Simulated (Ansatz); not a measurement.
# Hypothetical fluorite TaGe2 under a change: pressure 50 GPa

Start from TaGe$_{2}$ in the fluorite structure (space group Fm-3m, No. 225; a = 6.275 Å; a hypothetical phase, not in the database extracts checked).

Now apply this change: cell and atoms relaxed at a pressure of 50 GPa.

Level of theory: Ansatz (a first-principles code), PBE, PAW, cutoff 420 eV, without spin-orbit coupling, earlier PAW set. k-mesh 13×13×13 (Γ-centred); smearing 0.05 eV (Fermi–Dirac).

| quantity | base | changed | shift |
|---|---|---|---|
| lattice parameter a | 6.275 Å | 5.718 Å | -0.557 Å |
| shortest interatomic distance | 2.717 Å | 2.476 Å | -0.241 Å |
| enthalpy H = E + PV relative to the base's energy | – | +5.48 eV/atom | – |
| band gap | zero | zero | – |

Load acts through the strain it causes; cell and atoms are relaxed under it. Stability against distortions was not tested. No other phases were tried under pressure. All final runs are without spin polarisation. An odd electron count without spin: TaGe2. TaGe2 has a high density of states at the Fermi level and may be magnetic at this level.
